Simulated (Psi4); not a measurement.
Psi4 1.11, unrestricted WB97X/def2-svpd: hydrogen bromide anion (Br), charge -1, multiplicity 2, 2 atoms. The geometry is a generated start, not checked to be a minimum at this level.

- task = energy
- method = wb97x
- basis = def2-svpd
- memory = 3 GB
- maxiter = 100
- keys of the molecule block = symmetry c1
- scf_type = df (default)
- e_convergence = 1e-06 (default)
- d_convergence = 1e-06 (default)
- dft_radial_points = 75 (default)
- dft_spherical_points = 302 (default)
- basis functions = 49
- grid points = 43972

```xyz
2

Br     0.7009    -0.0161     0.0084
H     -0.7009     0.0161    -0.0084
```

Charge -1 and multiplicity 2 are set for this test and not shown to be the ground state.

With the defaults (damping_percentage = 0, diis_max_vecs = 10, level_shift = 0, level_shift_cutoff = 0.01, diis = true, scf_initial_accelerator = adiis, soscf = false, soscf_start_convergence = 0.01, guess = auto, which took SAD) it converges in 11 SCF iterations. One run each on 2 threads, with these changes:
- soscf = true, soscf_start_convergence = 0.1
- guess = modhuckel
- level_shift = 0.1, level_shift_cutoff = 0.001
- damping_percentage = 60
- damping_percentage = 20
- guess = sapgau
- diis_max_vecs = 3
- damping_percentage = 60, diis = false, scf_initial_accelerator = none
- level_shift = 0.5, level_shift_cutoff = 0.001

Q: Which of these changes keep the SCF from converging, or lead it to another solution?

A: No convergence: damping_percentage = 20; damping_percentage = 60 (the run ends without SCF convergence in 100 iterations). The rest reach the solution of the defaults.

```tsv
setting	SCF iterations	JK calls	end
soscf = true, soscf_start_convergence = 0.1	7	28	same solution
the defaults	11	12	same solution
level_shift = 0.1, level_shift_cutoff = 0.001	12	13	same solution
level_shift = 0.5, level_shift_cutoff = 0.001	12	13	same solution
guess = sapgau	12	12	same solution
guess = modhuckel	12	24	same solution
diis_max_vecs = 3	17	18	same solution
damping_percentage = 60, diis = false, scf_initial_accelerator = none	74	75	same solution
damping_percentage = 20	100	101	no convergence
damping_percentage = 60	100	101	no convergence
```

An SOSCF iteration holds several JK calls; a Hückel guess adds calls on atoms.
